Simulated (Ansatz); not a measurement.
## Converging the plane-wave cutoff: TiGe₂ (C2, 6 atoms in the cell)

```
TiGe2
1.0
    0.00000     4.32191     4.39274
    2.51979     0.00000     4.39274
    2.51979     4.32191     0.00000
Ti Ge
2 4
Direct
  0.75569   0.75569   0.74431
  0.50000   0.50000   0.50000
  0.08263   0.41737   0.08263
  0.41737   0.08263   0.41737
  0.16737   0.83263   0.16737
  0.83263   0.16737   0.83263
```

Method of the run: LDA (PW92), default PAW files made with PBE (plane waves; Ansatz, an electronic-structure program).

Base settings: basis.ecutwfc = 30.9 Ry; kpoints.mp_grid.grid = 3 3 3; hamiltonian.xc = lda; hamiltonian.pseudopotentials = {kind: paw} (the program's default PAW files); scf.occupations.method = gaussian; scf.occupations.width = 0.0073 Ry.

The second cell is the first with its lattice scaled by 0.98.

The mesh stays at the base's, so the ladder's end is converged at best in this setting alone.

The first pressure column holds Ansatz's estimate of the finite-basis (Pulay) stress, which hides part of the cutoff error; the other is without it.

Only quantities that move along the ladder and can be compared are tabulated.

The count of work is k-points × plane waves × bands × iterations; it is no time. 

The starting cell comes from a database of computed structures (which also holds hypothetical and non-ambient phases and stackings), without a prior relaxation at this level. Its lattice was rescaled by up to half a per cent. One atom was moved a little off its site on purpose. Spin polarisation is off. In the base run, with a pressure of about -6 GPa the cell is away from its equilibrium volume at this level. Without a gap this mesh is coarse (it stands for a supercell whose shortest vector is 15 Å).

Steps (basis.ecutwfc): 10.7 Ry; 12.5 Ry; 14 Ry; 15.4 Ry; 16.9 Ry; 18.4 Ry; 21.7 Ry; 24.6 Ry; 27.9 Ry; 30.9 Ry; 33.8 Ry; 37.1 Ry; 41.5 Ry; 46.3 Ry; 54 Ry; 61.7 Ry; 74.2 Ry.

Task: What is the coarsest basis.ecutwfc that holds the free energy within 5 meV/atom of the last step, with all finer ones?

Result: 27.9 Ry, at 0.23 of the last step's count of work; the step before is off by 26 meV/atom.

Task: What is the coarsest basis.ecutwfc that holds the pressure within 0.5 GPa of the last step, with all finer ones?

Result: 21.7 Ry, at 0.16 of the last step's count of work; the step before is off by 1.4 GPa.

Task: What is the coarsest basis.ecutwfc that holds the pressure without the Pulay estimate within 0.5 GPa of the last step, with all finer ones?

Result: 27.9 Ry, at 0.23 of the last step's count of work; the step before is off by 2.9 GPa.

| basis.ecutwfc | free energy less the last step's (meV/atom) | energy of the compressed cell less the first (meV/atom) | pressure (GPa) | pressure without the Pulay estimate (GPa) | largest difference of a force vector from the last step's (eV/Å) | count of work / last |
|---|---|---|---|---|---|---|
| 10.7 Ry | 45210.24 | -690.02 | -16.75 | -1454.07 | 1.408 | 0.067 |
| 12.5 Ry | 20240.14 | -132.62 | -16.43 | -765.09 | 0.463 | 0.083 |
| 14 Ry | 10528.49 | -343.91 | -12.70 | -459.73 | 0.180 | 0.11 |
| 15.4 Ry | 5391.37 | -92.25 | -10.95 | -273.28 | 0.173 | 0.11 |
| 16.9 Ry | 2556.14 | -0.32 | -3.52 | -152.61 | 0.158 | 0.13 |
| 18.4 Ry | 1156.99 | 29.36 | -4.31 | -82.66 | 0.065 | 0.12 |
| 21.7 Ry | 171.80 | -15.09 | -5.64 | -21.10 | 0.025 | 0.16 |
| 24.6 Ry | 25.66 | -13.17 | -5.71 | -8.53 | 0.004 | 0.19 |
| 27.9 Ry | 3.55 | -13.85 | -5.64 | -5.93 | 0.001 | 0.23 |
| 30.9 Ry | 1.81 | -13.87 | -5.65 | -5.70 | 0.000 | 0.28 |
| 33.8 Ry | 1.28 | -13.87 | -5.66 | -5.69 | 0.000 | 0.31 |
| 37.1 Ry | 0.85 | -13.88 | -5.66 | -5.68 | 0.000 | 0.36 |
| 41.5 Ry | 0.64 | -13.89 | -5.66 | -5.66 | 0.000 | 0.42 |
| 46.3 Ry | 0.51 | -13.90 | -5.66 | -5.67 | 0.000 | 0.50 |
| 54 Ry | 0.24 | -13.90 | -5.66 | -5.67 | 0.000 | 0.62 |
| 61.7 Ry | 0.09 | -13.91 | -5.66 | -5.67 | 0.000 | 0.76 |
| 74.2 Ry | 0.00 | -13.91 | -5.66 | -5.66 | 0.000 | 1.0 |

The energy difference between the two cells stays within 1 meV/atom of the last step's from 24.6 Ry on, the total only from 37.1 Ry on: much of the error is common to both cells and cancels.

At the lowest cutoff the pressure without the Pulay estimate lies 1450 GPa under the last step's, the usual sign of Pulay stress in an incomplete plane-wave basis.

Keys are those of Ansatz 0.2.
